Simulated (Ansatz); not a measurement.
## CrCuO2: pressure series

Base system: CrCuO$_{2}$ (space group R-3m, No. 166; a = 3.013 Å, c = 17.112 Å (hexagonal axes); ferromagnetic).

Cell and atoms are relaxed at each pressure.

Levels (all Ansatz, a quantum-chemistry and plane-wave program, PAW): PBE (420 eV, no spin-orbit coupling); PBEsol (420 eV, without spin-orbit coupling).

The base cell above is that of PBE; each level relaxes its own structures.

| case | lattice parameter a, PBE | lattice parameter a, PBEsol |
|---|---|---|
| pressure −2 GPa | 3.031 Å | (withheld) |
| pressure −1 GPa | 3.022 Å | (withheld) |
| pressure 0.9 GPa | 3.005 Å | 2.956 Å |
| pressure 2.1 GPa | 2.994 Å | (withheld) |
| pressure 4.5 GPa | 2.974 Å | 2.928 Å |
| pressure 9 GPa | 2.940 Å | 2.896 Å |
| pressure 15 GPa | 2.898 Å | 2.858 Å |
| pressure 22.5 GPa | 2.852 Å | 2.814 Å |
| pressure 30 GPa | 2.811 Å | (withheld) |

Problem. What belongs in the blanks?

Solution. 
- pressure −2 GPa, lattice parameter a, PBEsol: 2.981 Å
- pressure −1 GPa, lattice parameter a, PBEsol: 2.972 Å
- pressure 2.1 GPa, lattice parameter a, PBEsol: 2.947 Å
- pressure 30 GPa, lattice parameter a, PBEsol: 2.774 Å

PBE lies above PBEsol in every row, by 0.038 Å to 0.051 Å. They put the cases in the same order.

Load acts through the strain it causes; cell and atoms are relaxed under it. No phonon test of stability was made. No other phases were tried under pressure. No Hubbard U is applied and the magnetic state is the run's own (CrCuO2 ferromagnetic); other magnetic orders, which need larger cells, were not tried and can change the gap.
